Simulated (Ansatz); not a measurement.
BeTe: response to strain

Base system: BeTe in the zinc blende structure (space group F-43m, No. 216; a = 5.5542 Å).

Strains are applied to the cell and any free atomic positions relax.

Computed with LDA (Ansatz, a first-principles code), no spin-orbit coupling.

Notes on the quantities. energy relative to the base: free energy F.

```csv
isotropic strain (%),energy relative to the base (meV/atom)
-3,37.9
-2.5,25.9
-2,?
-1,4.0
-0.5,1.0
0,0.0
0.5,0.9
2,14.4
2.5,22.2
```

Q: Fit ΔE = Aε² + Bε³ (ε in %) to the rows shown and predict the withheld row.

A: Least squares on the printed values gives A = 3.85 and B = -0.12 meV/atom (largest residual 0.0 meV/atom); this predicts 16.4 meV/atom, and the run gives 16.4 meV/atom, in agreement.

No phonon test of stability was made.
